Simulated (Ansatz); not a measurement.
```
CELL_PARAMETERS angstrom
      7.55877     0.00000     0.00000
     -3.77939     6.54609     0.00000
      0.00000     0.00000     6.20398
ATOMIC_POSITIONS crystal
  Cd 0.33333 0.16667 0.99602
  Zn 0.16371 0.33629 0.50091
  S  0.33333 0.16667 0.59847
  S  0.15762 0.34238 0.13173
  Zn 0.33498 0.66749 0.99948
  Zn 0.16371 0.82741 0.50091
  S  0.33507 0.66754 0.62825
  S  0.15762 0.81524 0.13173
  Zn 0.83251 0.16502 0.99948
  Zn 0.67259 0.33629 0.50091
  S  0.83246 0.16493 0.62825
  S  0.68476 0.34238 0.13173
  Zn 0.83251 0.66749 0.99948
  Zn 0.66667 0.83333 0.49941
  S  0.83246 0.66754 0.62825
  S  0.66667 0.83333 0.12658
```

Relaxed-ion tensors in this frame from Ansatz (a quantum-chemistry and plane-wave program), LDA functional, plane-wave PAW. Proper piezoelectric stress tensor e (C/m²):

```
 0.00   0.00   0.00   0.00   0.12   0.06
 0.06  -0.06   0.00   0.12   0.00   0.00
 0.18   0.18  -0.24   0.00   0.00   0.00
```

Stiffness C (GPa):

```
 129  64.4  51.6  -0.2   0.0   0.0
64.4   129  51.6   0.2   0.0   0.0
51.6  51.6   154   0.0   0.0   0.0
-0.2   0.2   0.0  28.0   0.0   0.0
 0.0   0.0   0.0   0.0  28.0  -0.2
 0.0   0.0   0.0   0.0  -0.2  32.3
```

The ordered cell is a computed model, not a synthesised structure.

### Question
Obtain the piezoelectric strain tensor d.

### Answer
d = e S with S = C⁻¹, in pC/N:

```
 0.0   0.0   0.0   0.0   4.3   1.9
 0.9  -0.9   0.0   4.3   0.0   0.0
 1.6   1.6  -2.7   0.0   0.0   0.0
```


The PAW data sets were generated under PBE and serve the other functionals too.
